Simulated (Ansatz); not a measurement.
# Al, pressure series

Consider Al in the fcc (Cu type) structure (space group Fm-3m, No. 225; a = 4.014 Å).

Cell and atoms are relaxed at each pressure.

Calculations: PBEsol, PAW, 420 eV (Ansatz, a program for electronic structure; no spin-orbit coupling).

Notes on the quantities. enthalpy: H = E + PV relative to the base's energy.

```json
[
 {"variant": "base", "volume per atom": "16.17 Å³", "enthalpy": "–"},
 {"variant": "pressure −2 GPa", "volume per atom": "16.60 Å³", "enthalpy": "-0.20 eV/atom"},
 {"variant": "pressure −1 GPa", "volume per atom": "16.38 Å³", "enthalpy": "-0.10 eV/atom"},
 {"variant": "pressure 0.9 GPa", "volume per atom": "16.00 Å³", "enthalpy": "+0.09 eV/atom"},
 {"variant": "pressure 2.1 GPa", "volume per atom": "15.78 Å³", "enthalpy": "+0.21 eV/atom"},
 {"variant": "pressure 4.5 GPa", "volume per atom": "15.39 Å³", "enthalpy": "+0.44 eV/atom"},
 {"variant": "pressure 9 GPa", "volume per atom": "14.78 Å³", "enthalpy": "+0.87 eV/atom"},
 {"variant": "pressure 15 GPa", "volume per atom": "14.13 Å³", "enthalpy": "+1.41 eV/atom"},
 {"variant": "pressure 22.5 GPa", "volume per atom": "13.48 Å³", "enthalpy": "+2.05 eV/atom"},
 {"variant": "pressure 30 GPa", "volume per atom": "12.94 Å³", "enthalpy": "+2.67 eV/atom"}
]
```

Load acts through the strain it causes; cell and atoms are relaxed under it. Stability against distortions was not tested. Competing high-pressure phases were not computed.
